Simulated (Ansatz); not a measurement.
Functionals compared on H2O on the 1x1 (0001) surface of hcp Ti, one in a 2x2 cell, started at the site 'hollow Ti-Ti-Ti', in Ansatz (plane waves, PAW). The structure was relaxed with PBE; the other rows are single points on it, each with its references at the same level. Cutoff 420 eV (500 eV for r2SCAN).

Set-up: 19 atoms, 6.8 Å thick at the start under the adsorbate (thin: gaps and levels are the slab's own); mesh 6x6x1; 0.1 eV smearing; dipole correction on; 8 atoms held, the rest relaxed; no symmetry held; no spin, no spin-orbit, no U, no dispersion correction. At the end it is bonded to 2 Ti. In PBE it is, or lies within 0.03 eV of, the lowest of the starts that converged. These notes are the PBE run's. Adsorption energies are against H2O(g). A negative adsorption energy means that the adsorbate is more stable on the surface than in its reference.

```tsv
functional	adsorption energy (eV)	work function of the top face (eV)	change of the work function (eV)	rough cost of the single point
PBE	-0.67	2.90	-1.49	–
RPBE	-0.39	2.81	-1.48	roughly 2.3 core-minutes
r2SCAN	-0.91	2.85	-1.68	very roughly 5 core-minutes
```

Ansatz is an electronic-structure program.
